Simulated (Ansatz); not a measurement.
Defect: interstitial Si in wurtzite AlN, charge state +2. The step: a concerted move, in which Si travels most; the atom moves 2.50 Å along (0.00, 0.01, 0.50) of the unit cell; the moving atom starts with neighbours 3 N at 1.81 Å and ends with 2 N at 1.81, N at 1.82 Å. A PBE band in Ansatz (plane-wave PAW, the Γ point alone, 72 host sites, 157 SCF runs with any check of the saddle's order, static, no finite-size correction) gives a forward barrier of 2.48 eV. The saddle point's order was not checked. The charge state is imposed; whether it is stable for some Fermi level was not computed. Sites that were not tried may lie lower.

Single points at the band's start and saddle point can refine it. Rough cost of one point, in units of the band's mean SCF on the same machine:

| Level | Cost of one point |
|---|---|
| PBE, a 2×2×2 k-point mesh shifted by half a step along c | about 7 |
| r2SCAN at 500 eV, the Γ point alone | about 5 |

Which of these move the barrier by more than 0.1 eV, and how far does each move it?

PBE, a 2×2×2 k-point mesh shifted by half a step along c: -0.06 eV; r2SCAN at 500 eV, the Γ point alone: +0.19 eV. Each functional is compared with PBE at the same k-points.

Ansatz is a quantum-chemistry and plane-wave program.
